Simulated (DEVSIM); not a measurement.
Schottky contact on n-type Ge

System: Schottky contact on n-type Ge, at 300 K.

```tsv
layer (left to right)	material	thickness (μm)	Nd (cm⁻³)	τn (s)	τp (s)
1	Ge	0.450	7.8e15	0.00044	0.00044
2	Ge	3.90	1e18	0.00044	0.00044
```

Left contact: Schottky, work function 4.49 eV, emission velocity 2.2e6 cm/s. Right contact: ohmic. Voltage is applied to the left contact. Recombination: SRH at mid-gap. Mobility is μmin + (μ − μmin)/(1 + (N/Nref)^α).

Constants are typed, rounded textbook-type inputs, not results; the design itself was drawn at random and stands for no fabricated device. Values at 300 K.

```csv
parameter,Ge
gap (eV),0.664
affinity (eV),4
permittivity,16
Nc (cm⁻³),1.04e19
Nv (cm⁻³),6e18
μn (cm²/Vs),3900
μp (cm²/Vs),1900
"μn,min",150
"μp,min",100
"Nref,n",2.6e17
"Nref,p",4e17
αn,0.56
αp,0.6
```

DEVSIM, 1D drift-diffusion, Boltzmann statistics, complete ionisation; no tunnelling, impact ionisation, image-force lowering or self-heating. Metal contacts follow the ideal Schottky-Mott rule: no Fermi-level pinning, no interface dipoles.

```json
{
  "potential_step_across_the_device_at_zero_bias": "0.429 V",
  "Dark forward voltage at 1 A/cm²": "0.101 V",
  "Dark forward voltage at 100 A/cm²": "0.221 V"
}
```

Dark forward current:

```tsv
V (V)	J (A/cm²)
0.05	0.12
0.10	0.97
0.15	6.8
0.20	46
0.25	290
0.30	1400
0.35	5000
```
